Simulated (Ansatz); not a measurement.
An Ansatz (a quantum-chemistry and plane-wave program) input for (Si,Ge,Sn)3N4 alloy cell Sn3Ge3N16Si6 (spinel nitride start):

Ansatz 0.2 input:
```yaml
crystal:
  lattice:
    - [0.027988789, -4.141812302, -4.142345921]
    - [-0.004919722, -4.123687666, 4.124228691]
    - [-8.286167887, 0.023065669, 0.0328933]
  atoms:
    - { symbol: Si, position: [0.247549982, 0.502089358, 0.387809641] }
    - { symbol: Ge, position: [0.756519125, -0.002329938, 0.860146946] }
    - { symbol: Sn, position: [0.761285305, 0.502256961, 0.389236652] }
    - { symbol: Ge, position: [0.243509875, -0.00235382, 0.862328141] }
    - { symbol: Ge, position: [0.005627863, 0.249441161, 0.122921816] }
    - { symbol: Si, position: [0.490370779, 0.750459693, 0.626047519] }
    - { symbol: Si, position: [0.005768227, 0.75055153, 0.123186771] }
    - { symbol: Si, position: [0.490571166, 0.249581547, 0.626202718] }
    - { symbol: Sn, position: [0.498354106, 0.502353835, -0.006893695] }
    - { symbol: Si, position: [0.007488579, 0.0004171, 0.499111475] }
    - { symbol: Si, position: [-0.003825086, 0.499623267, 0.751215123] }
    - { symbol: Sn, position: [0.49607359, -0.002304378, 0.25626766] }
    - { symbol: N, position: [0.00259515, 0.245104765, 0.874414257] }
    - { symbol: N, position: [0.477279082, 0.721599506, 0.406058422] }
    - { symbol: N, position: [0.79012111, 0.510818983, 0.132014939] }
    - { symbol: N, position: [0.264415107, -0.000479751, 0.623635107] }
    - { symbol: N, position: [0.255963438, 0.500875312, 0.622933986] }
    - { symbol: N, position: [0.782781785, -0.010216849, 0.1072385] }
    - { symbol: N, position: [0.497558324, 0.218779101, 0.848216749] }
    - { symbol: N, position: [0.021137409, 0.755116949, 0.36711101] }
    - { symbol: N, position: [0.00356027, 0.74819515, 0.881815774] }
    - { symbol: N, position: [0.477873013, 0.278893322, 0.403506475] }
    - { symbol: N, position: [0.22561891, 0.510181161, 0.153721447] }
    - { symbol: N, position: [0.736057101, -0.000753476, 0.616235371] }
    - { symbol: N, position: [0.725831696, 0.500308978, 0.643404691] }
    - { symbol: N, position: [0.219877385, -0.010653949, 0.102065967] }
    - { symbol: N, position: [0.497881762, 0.780780993, 0.845532618] }
    - { symbol: N, position: [0.02215498, 0.25166342, 0.374513966] }
basis:
  ecutwfc: 420
  ecutrho_ratio: 4
  xc_grid: 2
kpoints:
  mp_grid: { grid: [4, 4, 3] }
hamiltonian:
  xc: pbe
  dispersion: none
  pseudopotentials: { kind: paw }
scf:
  n_extra_bands: 32
  occupations: { method: fermi_dirac, width: 0.01 }
output:
  eigenstates:
    kpoints:
      - [0.0, 0.0, 0.0]
      - [-0.5, 0.0, -0.5]
      - [0.0, -0.5, -0.5]
      - [-0.5, -0.5, 0.0]
    e_range: [-5, 6]
    localisation: true
  eigenvalues: true
magnetization:
  noncollinear: true
  spin_orbit: true
```

All values below come from PBE with spin-orbit coupling (plane waves to 420 eV, PAW; Ansatz).  Its k-point mesh 4×4×3, Fermi–Dirac width 0.01 eV.

Question: What does the end of the output print (band table and long remarks left out, numbers rounded to eight decimals)?

Answer: 
```
SCF converged after 11 iterations
Magnetization: |M| = 0.0000 μB,  M = (+0.0000, +0.0000, +0.0000) μB
Absolute magnetization: 0.0000 μB (∫|m|)
  site 0: m = (+0.0000, +0.0000, +0.0000) μB, |m| = 0.0000 μB  (R = 0.77 Å)
  site 1: m = (+0.0000, +0.0000, +0.0000) μB, |m| = 0.0000 μB  (R = 0.82 Å)
  site 2: m = (+0.0000, +0.0000, +0.0000) μB, |m| = 0.0000 μB  (R = 0.87 Å)
  site 3: m = (+0.0000, +0.0000, +0.0000) μB, |m| = 0.0000 μB  (R = 0.81 Å)
  site 4: m = (+0.0000, +0.0000, +0.0000) μB, |m| = 0.0000 μB  (R = 0.82 Å)
  site 5: m = (+0.0000, +0.0000, +0.0000) μB, |m| = 0.0000 μB  (R = 0.75 Å)
  site 6: m = (+0.0000, +0.0000, +0.0000) μB, |m| = 0.0000 μB  (R = 0.78 Å)
  site 7: m = (+0.0000, +0.0000, +0.0000) μB, |m| = 0.0000 μB  (R = 0.76 Å)
  site 8: m = (+0.0000, +0.0000, +0.0000) μB, |m| = 0.0000 μB  (R = 0.84 Å)
  site 9: m = (+0.0000, +0.0000, +0.0000) μB, |m| = 0.0000 μB  (R = 0.74 Å)
  site 10: m = (+0.0000, +0.0000, +0.0000) μB, |m| = 0.0000 μB  (R = 0.74 Å)
  site 11: m = (+0.0000, +0.0000, +0.0000) μB, |m| = 0.0000 μB  (R = 0.84 Å)
  site 12: m = (+0.0000, +0.0000, +0.0000) μB, |m| = 0.0000 μB  (R = 0.74 Å)
  site 13: m = (+0.0000, +0.0000, +0.0000) μB, |m| = 0.0000 μB  (R = 0.76 Å)
  site 14: m = (+0.0000, +0.0000, +0.0000) μB, |m| = 0.0000 μB  (R = 0.78 Å)
  site 15: m = (+0.0000, +0.0000, +0.0000) μB, |m| = 0.0000 μB  (R = 0.75 Å)
  site 16: m = (+0.0000, +0.0000, +0.0000) μB, |m| = 0.0000 μB  (R = 0.77 Å)
  site 17: m = (+0.0000, +0.0000, +0.0000) μB, |m| = 0.0000 μB  (R = 0.79 Å)
  site 18: m = (+0.0000, +0.0000, +0.0000) μB, |m| = 0.0000 μB  (R = 0.76 Å)
  site 19: m = (+0.0000, +0.0000, +0.0000) μB, |m| = 0.0000 μB  (R = 0.74 Å)
  site 20: m = (+0.0000, +0.0000, +0.0000) μB, |m| = 0.0000 μB  (R = 0.75 Å)
  site 21: m = (+0.0000, +0.0000, +0.0000) μB, |m| = 0.0000 μB  (R = 0.76 Å)
  site 22: m = (+0.0000, +0.0000, +0.0000) μB, |m| = 0.0000 μB  (R = 0.79 Å)
  site 23: m = (+0.0000, +0.0000, +0.0000) μB, |m| = 0.0000 μB  (R = 0.77 Å)
  site 24: m = (+0.0000, +0.0000, +0.0000) μB, |m| = 0.0000 μB  (R = 0.75 Å)
  site 25: m = (+0.0000, +0.0000, +0.0000) μB, |m| = 0.0000 μB  (R = 0.78 Å)
  site 26: m = (+0.0000, +0.0000, +0.0000) μB, |m| = 0.0000 μB  (R = 0.75 Å)
  site 27: m = (+0.0000, +0.0000, +0.0000) μB, |m| = 0.0000 μB  (R = 0.74 Å)
Free energy (F): -40930.969708 eV
Harris-Foulkes:  -40930.969708 eV  (|F-HF|=6.69e-9)
Internal energy: -40930.969708 eV  (E = F + TS)
E sigma→0 (E₀):  -40930.969708 eV
Fermi energy:    12.597676 eV
--- Per-component energies (eV) ---
  E_band       = -24.049216
  E_kinetic    = 3297.350136
  E_local      = -13000.372865  (includes V_loc(G=0)·N_el)
  E_nonlocal   = 2048.064196
  E_hartree    = 6013.104045
  E_xc         = -2677.635177
  E_vxc        = -2003.459426  (∫ρ·V_xc dr)
  E_paw        = -23630.652581  (= ΣΔE_a)
  E_vpaw       = -2391.843403  (= ΣTr[D̂ρ^β])
  E_aug_tail   = 0.002730  (compensation charges beyond the density's cutoff)
  E_ewald      = -12980.830192
  E_smearing   = 0.000000  (= −TS)
  E_closure    = 0.000000  (closes the sum)
  Σ components = -40930.969708   (vs F -40930.969708, Δ=0.00e0)
```

Cost: around 17 core-minutes (rough).
